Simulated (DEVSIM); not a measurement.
Device: Pt/HfO2/n-Ge capacitor, at 300 K.

| layer (left to right) | material | thickness (nm) | Nd (cm⁻³) |
|---|---|---|---|
| 1 | HfO2 | 8.10 | - |
| 2 | Ge | 760 | 6.2e17 |

Metal gate on the left, work function 5.6 eV. Fixed charge at the semiconductor interface 1.4e10 cm⁻² (in units of +e); no interface traps.

The device is made up for the run: typed textbook-type constants, with dimensions and the other settings drawn at random. Values at 300 K; Nc and Nv go as T^1.5, mobilities as T to minus their exponent, the gap by Varshni's rule with the affinity fixed.

```tsv
parameter	HfO2	Ge
gap (eV)	5.7	0.664
affinity (eV)	2.5	4
permittivity	22	16
Nc (cm⁻³)	-	1.04e19
Nv (cm⁻³)	-	6e18
Varshni α (eV/K)	-	0.000477
Varshni β (K)	-	235
```

Model (solved in DEVSIM): 1D Poisson equation in equilibrium, Boltzmann statistics, complete ionisation; no quantum confinement or tunnelling. Metal contacts follow the ideal Schottky-Mott rule: no Fermi-level pinning, no interface dipoles.

The temperature was swept, all else fixed.

```csv
temperature (K),flat-band voltage (V),minimum of the low-frequency capacitance (μF/cm²),threshold voltage (band bending 2φF) (V)
250,1.54,0.337,0.79
300,1.53,0.361,0.83
350,1.51,0.391,0.88
400,1.49,0.430,0.93
450,1.47,0.482,0.98
500,1.44,0.555,1.03
```

From the first row to the last the flat-band voltage goes from 1.54 to 1.44. From the first row to the last the minimum of the low-frequency capacitance goes from 0.337 to 0.555.
